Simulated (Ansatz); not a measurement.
# Several settings converged on a (001) slab of SrAg5 (cut from a parent of space group no. 191; 12 atoms in the cell)

```yaml
crystal:
  lattice:
    - [5.72758, 0.00000, 0.00000]
    - [-2.86379, 4.96023, 0.00000]
    - [0.00000, 0.00000, 20.92809]
  atoms:
    - { symbol: Sr, position: [0.00000, 0.00000, 0.44483] }
    - { symbol: Ag, position: [0.66667, 0.33333, 0.44483] }
    - { symbol: Ag, position: [0.33333, 0.66667, 0.44483] }
    - { symbol: Ag, position: [0.50000, 0.00000, 0.33448] }
    - { symbol: Ag, position: [0.50000, 0.50000, 0.33448] }
    - { symbol: Ag, position: [0.00000, 0.50000, 0.33448] }
    - { symbol: Sr, position: [0.00000, 0.00000, 0.66552] }
    - { symbol: Ag, position: [0.66667, 0.33333, 0.66552] }
    - { symbol: Ag, position: [0.33333, 0.66667, 0.66552] }
    - { symbol: Ag, position: [0.50000, 0.00000, 0.55517] }
    - { symbol: Ag, position: [0.50000, 0.50000, 0.55517] }
    - { symbol: Ag, position: [0.00000, 0.50000, 0.55517] }
```

Base method: PBEsol, default PAW files made with PBE (plane waves; Ansatz, a quantum-chemistry and plane-wave program).

Base settings: basis.ecutwfc = 420 eV; kpoints.mp_grid.grid = 4 4 1; hamiltonian.xc = pbesol; hamiltonian.pseudopotentials = {kind: paw} (the program's default PAW files); scf.occupations.method = gaussian; scf.occupations.width = 0.1 eV.

The count of work is k-points × plane waves × bands × iterations; it is no time. 

**The vacuum with a dipole correction**

In this ladder: efield.axis = 3; efield.dipole_correction = true.

The mesh stays at the base's, so the ladder's end is converged at best in this setting alone.

Only quantities that move along the ladder and can be compared are tabulated.

| vacuum between outermost atoms (Å) | free energy less the last step's (meV/atom) | largest difference of a force vector from the last step's (eV/Å) | count of work / last |
|---|---|---|---|
| 6.0 | 5.34 | 0.032 | 0.48 |
| 8.0 | 1.19 | 0.008 | 0.55 |
| 10.0 | 0.19 | 0.002 | 0.63 |
| 14.0 | 0.01 | 0.000 | 0.77 |
| 20.0 | 0.00 | 0.000 | 1.0 |

Smallest vacuum between outermost atoms (Å) that holds the free energy within 0.5 meV/atom of the last step, with all finer ones: 10.0; the step before is off by 1.2 meV/atom.

Smallest vacuum between outermost atoms (Å) that holds the forces within 0.005 eV/Å of the last step, with all finer ones: 10.0; the step before is off by 0.008 eV/Å.

**The plane-wave cutoff**

The mesh stays at the base's, so the ladder's end is converged at best in this setting alone.

Only quantities that move along the ladder and can be compared are tabulated.

| basis.ecutwfc | free energy less the last step's (meV/atom) | largest difference of a force vector from the last step's (eV/Å) | count of work / last |
|---|---|---|---|
| 210 eV | 6014.51 | 0.246 | 0.14 |
| 250 eV | 1139.39 | 0.281 | 0.16 |
| 295 eV | 127.16 | 0.006 | 0.21 |
| 355 eV | 3.61 | 0.001 | 0.28 |
| 420 eV | 1.23 | 0.000 | 0.35 |
| 505 eV | 0.26 | 0.000 | 0.47 |
| 630 eV | 0.10 | 0.000 | 0.65 |
| 840 eV | 0.00 | 0.000 | 1.0 |

Coarsest basis.ecutwfc that holds the forces within 0.01 eV/Å of the last step, with all finer ones: 295 eV, at 0.21 of the last step's count of work; the step before is off by 0.28 eV/Å.

Coarsest basis.ecutwfc that holds the free energy within 5 meV/atom of the last step, with all finer ones: 355 eV, at 0.28 of the last step's count of work; the step before is off by 130 meV/atom.

On the base run: the starting cell comes from a database of computed structures (which also holds hypothetical and non-ambient phases and stackings), without a prior relaxation at this level. The slab is cut from that crystal, and its faces are unrelaxed. Its lattice was rescaled by up to half a per cent.

Keys are those of Ansatz 0.2.
